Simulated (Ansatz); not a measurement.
Reference: GaN (P6_3mc), r2SCAN with spin-orbit coupling, rigid bands (plane waves, PAW; Ansatz, a first-principles code); axes and stresses refer to this cell.

```xyz
4
Lattice="3.1826 0.0000 0.0000 -1.5913 2.7562 0.0000 0.0000 0.0000 5.1854" Properties=species:S:1:pos:R:3 pbc="T T T"
Ga     0.0000     1.8375    -0.0042
Ga     1.5913     0.9187     2.5885
N      0.0000     1.8375     1.9487
N      1.5913     0.9187     4.5414
```

- electron conductivity mass: 0.193 mₑ
- Seebeck coefficient, n-type 1e19 cm⁻³: -111 μV/K
- hole mass along x: 1.43 mₑ

Q: Change: hydrostatic pressure of -4 GPa (compression positive). What happens to electron conductivity mass, Seebeck coefficient, n-type 1e19 cm⁻³, hole mass along x?

A: electron conductivity mass shrinks to 0.183 mₑ; Seebeck coefficient, n-type 1e19 cm⁻³ decreases in size to -106 μV/K; hole mass along x moves little, to 1.46 mₑ.

Q: Change: hydrostatic pressure of -8 GPa (compression positive). What happens to electron conductivity mass, Seebeck coefficient, n-type 1e19 cm⁻³, hole mass along x?

A: electron conductivity mass falls to 0.172 mₑ; Seebeck coefficient, n-type 1e19 cm⁻³ falls in size to -101 μV/K; hole mass along x increases to 1.50 mₑ.

Q: Change: hydrostatic pressure of 24 GPa (compression positive). What happens to electron conductivity mass, Seebeck coefficient, n-type 1e19 cm⁻³, hole mass along x?

A: electron conductivity mass grows to 0.24 mₑ; Seebeck coefficient, n-type 1e19 cm⁻³ rises in size to -130 μV/K; hole mass along x falls to 1.27 mₑ.

Q: Change: hydrostatic pressure of 4 GPa (compression positive). What happens to electron conductivity mass, Seebeck coefficient, n-type 1e19 cm⁻³, hole mass along x?

A: electron conductivity mass grows to 0.20 mₑ; Seebeck coefficient, n-type 1e19 cm⁻³ rises in size to -115 μV/K; hole mass along x moves little, to 1.40 mₑ.

Q: Change: hydrostatic pressure of 8 GPa (compression positive). What happens to electron conductivity mass, Seebeck coefficient, n-type 1e19 cm⁻³, hole mass along x?

A: electron conductivity mass rises to 0.21 mₑ; Seebeck coefficient, n-type 1e19 cm⁻³ grows in size to -118 μV/K; hole mass along x decreases to 1.37 mₑ.

Q: Change: uniaxial stress along c of 4 GPa (compression positive). What happens to electron conductivity mass, Seebeck coefficient, n-type 1e19 cm⁻³, hole mass along x?

A: electron conductivity mass moves little, to 0.197 mₑ; Seebeck coefficient, n-type 1e19 cm⁻³ moves little, to -113 μV/K; hole mass along x rises to 1.73 mₑ.

Masses are for dilute carriers at 300 K, harmonic means over directions unless an axis is named. Seebeck coefficients are for the stated density at 300 K, with one relaxation time for all states and whether or not that doping can be reached. Stresses and pressures are the targets of the relaxation.  The structure type is held under load, also where the real crystal would transform.
